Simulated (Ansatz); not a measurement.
## Habitual settings against a tight run: YSi (Cmcm, 4 atoms in the cell)

Self-consistent single point.

```
YSi
1.0
    2.13366    -5.26000     0.00000
    2.13366     5.26000     0.00000
    0.00000     0.00000     3.81640
Y Si
2 2
Cartesian
  2.13366   3.78057   0.95410
  2.13366  -3.78057   2.86230
  2.13366   0.79447   0.95410
  2.13366  -0.79447   2.86230
```

Computed with PBEsol, harder PAW files (source: ansatz) made with PBE (plane waves; Ansatz, a quantum-chemistry and plane-wave program).

Base settings: basis.ecutwfc = 460 eV; kpoints.mp_grid.grid = 7 7 7; hamiltonian.xc = pbesol; hamiltonian.pseudopotentials = {kind: paw, source: ansatz}; scf.occupations.method = gaussian; scf.occupations.width = 0.05 eV.

Tight run (finer mesh or higher cutoff; not a proven limit): basis.ecutwfc: 460 eV → 645 eV; kpoints.mp_grid.grid: 7 7 7 → 10 10 10; scf.convergence.dr2_threshold: default (1e-07 eV) → 1e-09 eV. It gave Fermi level (on the code's own zero) 10.63 eV; pressure -1.54 GPa; largest force (vector length) 0.075 eV/Å.

Quick runs, as changes from the base:
- A: the base itself
- B: basis.ecutwfc: 460 eV → 320 eV; kpoints.mp_grid.grid: 7 7 7 → 4 4 4; scf.occupations.method: gaussian → methfessel_paxton; scf.occupations.width: 0.05 eV → 0.272 eV
- C: basis.ecutwfc: 460 eV → 320 eV; kpoints.mp_grid.grid: 7 7 7 → 8 8 8
- D: basis.ecutwfc: 460 eV → 230 eV; kpoints.mp_grid.grid: 7 7 7 → 4 4 4; kpoints.mp_grid.shift: default → 0.5 0.5 0.5
- E: basis.ecutwfc: 460 eV → 275 eV; kpoints.mp_grid.grid: 7 7 7 → 3 3 3; scf.convergence.dr2_threshold: default (1e-07 eV) → 0.0001 eV
- F: kpoints.mp_grid.grid: 7 7 7 → 4 4 4; hamiltonian.xc: pbesol → lda; scf.convergence.dr2_threshold: default (1e-07 eV) → 0.0001 eV [LDA (PW92)]

Energies are extrapolated to zero smearing width, which holds to low order in the width alone.

Dashes: energy of F, another energy zero.

† marks runs with another functional, U, potentials or spin treatment: their distance from the tight run is not a convergence error alone.

The count of work is k-points × plane waves × bands × iterations; it is no time. 

Pressures in the table are Ansatz's without its Pulay estimate, at a fixed set of plane waves; the tight run's value above holds the estimate.

The starting cell comes from a database of computed structures (which also holds hypothetical and non-ambient phases and stackings), without a prior relaxation at this level. Its lattice was rescaled by a random factor within 2.5 % of one.

```csv
run,energy less tight (meV/atom),pressure less tight (GPa),largest miss in a force vector (eV/Å),count of work / tight
A,5.7,0.02,0.057,0.18
B,10.4,-0.73,0.084,0.030
C,15.0,-0.81,0.009,0.15
D,340.0,-12.48,0.263,0.010
E,76.9,-3.30,0.125,0.0074
F†,–,-2.09,0.100,0.034
```

Among the runs at the tight run's level, the energy misses run from 5.7 to 340.0 meV/atom.

Keys are those of Ansatz 0.2.
